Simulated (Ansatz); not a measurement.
Levels about the gap of amorphous Hf$_{18}$O$_{38}$Ge (57 atoms in a cell of 775 Å³, 8.34 g/cm³; zone centre alone, so wide bands show as single levels with stretches between that a denser mesh fills), at the geometry that PBE relaxed, where it gives 0.0 GPa on a denser mesh. The participation number counts the atoms over which a state spreads; weights are charges in smoothed Voronoi cells. The levels come from a single point, so bond lengths are those of that geometry. Method of the levels: PBE, scalar-relativistic without spin-orbit coupling (Ansatz, a quantum-chemistry and plane-wave program). Sampling: the zone centre alone; Fermi-Dirac width 0.02 eV; no spin polarisation. At PBE the levels at the filled edge of the gap are localised (band-tail or defect states), and the nearest spread-out levels lie 3.8 eV apart at the zone centre.

It comes from a melt-quench run on a machine-learned potential (CHGNet), relaxed afterwards by DFT. O atoms were pushed apart under 1.9 Å during the dynamics, to hinder bonds among them. The hot cell started wider than the set density and was brought back towards it in steps. It is the lowest in DFT energy of 2 quenches. It is a model cell: composition and starting density were chosen by hand, and all elements were melted together. No dispersion term was used. Its density started from a set value of 8.72 and ended at 8.34 g/cm³. The simulated quench (nominally 300 K/ps over its main leg) is rapid and tends to freeze in more defects than a deposited or slowly cooled glass has. A cell of this size samples the disorder only roughly. The volume was free in the relaxation, at fixed shape. Stress components on the final sampling reach 2.1 GPa. On a 2×2×2 Γ-centred mesh force components of up to 0.13 eV/Å stay, since the relaxation ran on the zone centre alone.

| E - E(highest filled), eV | filling | participation number | largest on | weight O | weight Hf | weight Ge |
|---|---|---|---|---|---|---|
| -0.85 | filled | 23.4 | O, 3 neighbours | 0.95 | 0.05 | 0.00 |
| -0.76 | filled | 21.2 | O, 3 neighbours | 0.95 | 0.05 | 0.00 |
| -0.72 | filled | 13.5 | O, 2 neighbours | 0.95 | 0.04 | 0.00 |
| -0.61 | filled | 12.5 | O, 3 neighbours | 0.95 | 0.05 | 0.01 |
| -0.52 | filled | 12.5 | O, 3 neighbours | 0.95 | 0.05 | 0.00 |
| -0.30 | filled | 5.1 | O, 2 neighbours | 0.95 | 0.04 | 0.00 |
| 0.00 | filled | 4.0 | O, 2 neighbours | 0.94 | 0.06 | 0.00 |
| 3.26 | empty | 22.6 | Hf, 6 neighbours | 0.51 | 0.47 | 0.02 |
| 3.66 | empty | 24.7 | Hf, 6 neighbours | 0.42 | 0.53 | 0.05 |
| 3.83 | empty | 16.0 | Hf, 6 neighbours | 0.36 | 0.63 | 0.00 |
| 3.92 | empty | 22.0 | Hf, 6 neighbours | 0.39 | 0.61 | 0.00 |
| 3.97 | empty | 25.3 | Hf, 6 neighbours | 0.38 | 0.60 | 0.02 |
| 4.12 | empty | 29.1 | Hf, 6 neighbours | 0.37 | 0.63 | 0.00 |
| 4.21 | empty | 22.4 | Hf, 6 neighbours | 0.37 | 0.62 | 0.00 |

Most localised among these is the filled level at +0.00 eV, on a O atom, which has 2 neighbours (Hf 1.89 Å, Hf 2.06 Å).
